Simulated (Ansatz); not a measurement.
# GaSb: energy against strain

GaSb (zinc blende, F-43m, 28.533 Å³/atom at rest) under an equal strain ε in the (111) plane with the normal axis free, as in a coherent film. PBEsol in Ansatz, a plane-wave DFT program (PAW, default set), 420 eV, 13×13×13 Γ-centred mesh, Fermi-Dirac smearing 0.05 eV; ions are relaxed within the symmetry of each cell.

Here s stands for strain and y for E less E0.

```csv
strain (%),E less E0 (meV/atom)
-1.25,3.34
-0.83,1.45
-0.42,0.36
0.00,0.00
0.42,0.37
0.83,1.43
1.25,3.20
2.50,?
```

Taking a parabola for y over the 7 complete rows: Least squares gives y = -0.003 - 0.0386·s + 2.0945·s². Residuals (row less fit): 0.022, -0.022, -0.023, 0.003, 0.020, 0.022, -0.021; standard error 0.027 (degrees of freedom: 4). Twice the quadratic coefficient over the volume, 2 × 2.0945 meV × 10⁴ × 0.1602 / 28.533 Å³, is twice the biaxial elastic modulus of this plane = 235 ± 1.9 GPa.

Task: Predict the withheld y at s = 2.50 from the fit, and compare with the calculation.

Result: y = -0.003 - 0.0386 × 2.50 + 2.0945 × 2.50² = 12.991 meV/atom. The calculation gives 12.25 meV/atom, 0.741 meV/atom below the prediction (6.0 % of the range of y in the table). The row lies outside the fitted rows, so this is an extrapolation. From the scatter of the fitted rows alone, a prediction at this place has a standard error of 0.102 meV/atom, so the miss is 7.3 times that.

One order more, fitted to all 13 runs of the series, follows each within 0.01, so the miss is the next term of a smooth law. This level leaves no gap over 0.05 eV at strain -0.42, 0.00, 0.42, 0.83, 1.25, 2.50, where the mesh may be coarse. Rows are the converged runs of the series near zero and its far end; series whose fitted rows scatter by over a few per cent of the range, as at a crossing or softening among them, aren't shown in this form. Most that stay on the fit to the last digits aren't either.
